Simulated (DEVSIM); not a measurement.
System: Ge p-i-n diode, at 300 K.

| layer (left to right) | material | thickness (μm) | Nd (cm⁻³) | Na (cm⁻³) | τn (s) | τp (s) |
|---|---|---|---|---|---|---|
| 1 | Ge | 0.790 | - | 1.7e18 | 2.9e-5 | 2.9e-5 |
| 2 | Ge | 0.470 | 6.3e11 | - | 2.9e-5 | 2.9e-5 |
| 3 | Ge | 0.380 | 1.3e17 | - | 2.9e-5 | 2.9e-5 |

Left contact: ohmic. Right contact: ohmic. Voltage is applied to the left contact. Recombination: SRH at mid-gap, radiative, Auger. Mobility is constant in doping.

This is a model device: material constants are rounded textbook-type values typed into the input, and sizes, dopings and lifetimes were drawn at random. Values at 300 K.

```
parameter           Ge
-------------  -------
gap (eV)         0.664
affinity (eV)        4
permittivity        16
Nc (cm⁻³)      1.04e19
Nv (cm⁻³)         6e18
μn (cm²/Vs)       3900
μp (cm²/Vs)       1900
B (cm³/s)      6.4e-14
Cn (cm⁶/s)       1e-31
Cp (cm⁶/s)       1e-31
```

DEVSIM, 1D drift-diffusion, Boltzmann statistics, complete ionisation; no tunnelling, impact ionisation, image-force lowering or self-heating.

**Question.** Tabulate band edges, carrier densities and field at zero bias.

**Answer.** Energies count from the Fermi level of the right contact; mesh points crowd at the junctions.

```tsv
x (μm)	Ec (eV)	Ev (eV)	n (cm⁻³)	p (cm⁻³)	field (V/cm)
0.000	0.631	-0.033	2.6e8	1.7e18	≈ 0
0.02350	0.631	-0.033	2.6e8	1.7e18	≈ 0
0.06856	0.631	-0.033	2.6e8	1.7e18	≈ 0
0.1549	0.631	-0.033	2.6e8	1.7e18	≈ 0
0.3950	0.631	-0.033	2.6e8	1.7e18	≈ 0
0.5962	0.631	-0.033	2.6e8	1.7e18	≈ 0
0.7012	0.631	-0.033	2.6e8	1.7e18	≈ 0
0.7682	0.631	-0.033	2.6e8	1.7e18	-230
0.7900	0.605	-0.059	7.1e8	6.2e17	-61000
0.8131	0.536	-0.128	1.0e10	4.2e16	-18000
0.8562	0.483	-0.181	7.9e10	5.5e15	-9500
0.9789	0.383	-0.281	3.8e12	1.1e14	-7700
1.112	0.281	-0.383	2.0e14	2.2e12	-7800
1.193	0.216	-0.448	2.4e15	1.8e11	-8600
1.245	0.164	-0.500	1.8e16	2.4e10	-13000
1.264	0.134	-0.530	5.8e16	7.6e9	-14000
1.291	0.116	-0.548	1.1e17	3.8e9	-2400
1.339	0.113	-0.551	1.3e17	3.4e9	-65
1.465	0.113	-0.551	1.3e17	3.4e9	≈ 0
1.557	0.113	-0.551	1.3e17	3.4e9	≈ 0
1.607	0.113	-0.551	1.3e17	3.4e9	≈ 0
1.640	0.113	-0.551	1.3e17	3.4e9	≈ 0
```
